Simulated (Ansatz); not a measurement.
The starting structures come from a database of crystals and need not be the phases stable at ambient conditions.

Inside the gap of an insulator the Bloch states are evanescent, with a wavenumber k + iκ along the transport direction.

Input:

```
CELL_PARAMETERS angstrom
      5.35052     0.00000     0.00000
      0.00000     5.58326     0.00000
      0.00000     0.00000     7.70172
ATOMIC_POSITIONS crystal
  Na 0.98112 0.06246 0.75000
  Na 0.01888 0.93754 0.25000
  Na 0.48112 0.43754 0.25000
  Na 0.51888 0.56246 0.75000
  Zn 0.50000 0.00000 0.50000
  Zn 0.00000 0.50000 0.50000
  Zn 0.00000 0.50000 0.00000
  Zn 0.50000 0.00000 0.00000
  F  0.30589 0.69860 0.44190
  F  0.69411 0.30140 0.55810
  F  0.80589 0.80140 0.55810
  F  0.19411 0.19860 0.44190
  F  0.19411 0.19860 0.05810
  F  0.80589 0.80140 0.94190
  F  0.69411 0.30140 0.94190
  F  0.30589 0.69860 0.05810
  F  0.88863 0.54072 0.25000
  F  0.11137 0.45928 0.75000
  F  0.38863 0.95928 0.75000
  F  0.61137 0.04072 0.25000
```

The cell is taken as given.

Transport runs along the normal of the first two printed cell vectors.

The gap is the functional's own, uncorrected, and κ follows it; spin-orbit coupling is left out. Mid-gap means the computed energy nearest the middle.

### Question
Give the band gap and the smallest decay constant κ at mid-gap that Ansatz (a first-principles code) with r2SCAN yields.

### Answer
Gap 4.66 eV on a 6×6×4 mesh; κ = 0.472 1/Å, at the zone centre.
